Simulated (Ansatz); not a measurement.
Base system: HfO2 (space group Pca2_1, No. 29).

```yaml
crystal:
  lattice:
    - [5.24666, 0.00000, 0.00000]
    - [0.00000, 5.03039, 0.00000]
    - [0.00000, 0.00000, 5.05948]
  atoms:
    - { symbol: Hf, position: [0.03251, 0.26703, 0.24859] }
    - { symbol: Hf, position: [0.96749, 0.73297, 0.74859] }
    - { symbol: Hf, position: [0.53251, 0.73297, 0.24859] }
    - { symbol: Hf, position: [0.46749, 0.26703, 0.74859] }
    - { symbol: O, position: [0.36704, 0.07000, 0.10889] }
    - { symbol: O, position: [0.63296, 0.93000, 0.60889] }
    - { symbol: O, position: [0.86704, 0.93000, 0.10889] }
    - { symbol: O, position: [0.13296, 0.07000, 0.60889] }
    - { symbol: O, position: [0.23215, 0.53889, 0.99852] }
    - { symbol: O, position: [0.76785, 0.46111, 0.49852] }
    - { symbol: O, position: [0.73215, 0.46111, 0.99852] }
    - { symbol: O, position: [0.26785, 0.53889, 0.49852] }
```

Computed with r2SCAN (Ansatz, a program for electronic structure, PAW, no SOC).

Before the change:

The valence-band top at Γ is 0.00, -0.06, -0.18 eV and the density comes out as 10.47 g/cm³. The band gap is 4.97 eV and the shortest interatomic distance comes out as 2.032 Å.

Now apply this change: a hydrostatic pressure of 1.8 GPa.

### Question
How does this affect the valence-band top at Γ?

### Answer
The valence-band top at Γ (three highest levels, from the VBM) becomes 0.00, -0.05, -0.18 eV (base: 0.00, -0.06, -0.18 eV).

### Question
Estimate the effect on the density.

### Answer
The density rises by 0.08 g/cm³, from 10.47 g/cm³ to 10.55 g/cm³.

### Question
Estimate the effect on the band gap.

### Answer
The band gap grows by 0.02 eV (4.97 eV → 4.99 eV).

### Question
What happens to the shortest interatomic distance?

### Answer
The shortest interatomic distance falls by 0.0035 Å, from 2.032 Å to 2.028 Å.

With Hf present, leaving out spin-orbit coupling can change the band edges. Load acts through the strain it causes; cell and atoms are relaxed under it. No phonon test of stability was made. This is not the structure that HfO2 has at room temperature and ambient pressure.
